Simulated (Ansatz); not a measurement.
The parent structure is SnSe in the GeS type structure (space group Pnma, No. 62; a = 11.534 Å, b = 4.121 Å, c = 4.578 Å; layered, stacked along the Cartesian x axis).

Levels (all Ansatz, a program for electronic structure, PAW, earlier PAW set): r2SCAN+rVV10 (500 eV, no SOC); HSE06 (420 eV, no SOC).

Its gap is 0.89 eV with r2SCAN+rVV10 and 1.05 eV with HSE06.

The change: cell and atoms relaxed at a pressure of 0.9 GPa.

With r2SCAN+rVV10 the gap becomes 0.79 eV.

**Question.** If the HSE06 correction stayed the same, what would the HSE06 gap be, and what does the HSE06 run give?

**Answer.** A rigid correction of +0.16 eV gives 0.95 eV. The HSE06 run gives 0.94 eV, so the two effects roughly add.

Single points use the geometry relaxed with r2SCAN+rVV10. The hybrid gap comes from the SCF mesh plus the semilocal run's edge points and a few special points and is an upper bound. Load acts through the strain it causes; cell and atoms are relaxed under it. Stability against distortions was not tested.
